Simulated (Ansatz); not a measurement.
## wurtzite AlN: the defect Ni on the Al site (Ni_Al)

The numbers are results of PBE, PAW (plane waves to 420 eV; Ansatz, a first-principles code), not measurements. Cell: 96 sites, 3×2×2; final energies on a 2×2×2 shifted mesh. Site at the start: the Al site. Finite-size correction: monopole term and site-potential alignment. Dielectric constants: PBE linear response of the host. Host gap at this level: 4.03 eV. These values are not converged in cell size to better than tenths of an eV. Levels are measured in PBE's own, too narrow, gap. Spin–orbit coupling is left out, and no Hubbard U is applied to the open shells. Each state is the lowest found from its start.

Formation energies E_f are given with the Fermi level at the valence-band maximum. Chemical conditions: Al-rich (Δμ(Al) = 0.00 eV, Δμ(Ni) = -1.62 eV, bounded by Al3Ni (Pnma); only phases computed here count, gases as isolated molecules at 0 K). Reference phases: Al: fcc Al, Ni: fcc Ni, ferromagnetic.

```json
[
 {"charge": "+1", "moment (μB)": "2.0", "largest move off a lattice site (Å)": "0.05", "image correction with alignment (eV)": "0.27", "E_f, Al-rich (eV)": "6.52", "above the lowest spin state (eV)": "0.00"},
 {"charge": "+1†", "moment (μB)": "not spin-polarised", "largest move off a lattice site (Å)": "0.05", "image correction with alignment (eV)": "0.27", "E_f, Al-rich (eV)": "–", "above the lowest spin state (eV)": "0.46"},
 {"charge": "0", "moment (μB)": "3.0", "largest move off a lattice site (Å)": "0.06", "image correction with alignment (eV)": "0.00", "E_f, Al-rich (eV)": "6.72", "above the lowest spin state (eV)": "0.00"},
 {"charge": "0", "moment (μB)": "3.0", "largest move off a lattice site (Å)": "0.06", "image correction with alignment (eV)": "0.00", "E_f, Al-rich (eV)": "6.72", "above the lowest spin state (eV)": "0.00"},
 {"charge": "−1", "moment (μB)": "2.0", "largest move off a lattice site (Å)": "0.15", "image correction with alignment (eV)": "0.15", "E_f, Al-rich (eV)": "8.67", "above the lowest spin state (eV)": "0.00"},
 {"charge": "−1†", "moment (μB)": "not spin-polarised", "largest move off a lattice site (Å)": "0.12", "image correction with alignment (eV)": "0.15", "E_f, Al-rich (eV)": "–", "above the lowest spin state (eV)": "0.77"},
 {"charge": "−2", "moment (μB)": "1.0", "largest move off a lattice site (Å)": "0.29", "image correction with alignment (eV)": "0.74", "E_f, Al-rich (eV)": "12.13", "above the lowest spin state (eV)": "0.00"}
]
```

† A higher spin state that isn't settled.

Starting moments that weren't kept: charge +1 began with 4 μB and ended with 2.0; charge 0 began with 1 μB and ended with 3.0.

Transition levels above the valence-band maximum: ε(+1/0) = 0.20 eV; ε(0/−1) = 1.95 eV; ε(−1/−2) = 3.46 eV. On the lower envelope of the bound states, inside the gap: (+1/0) at 0.20 eV; (0/−1) at 1.95 eV; (−1/−2) at 3.46 eV.

Flagged in the runs: a host whose relaxation on this sampling wasn't shown to rest.
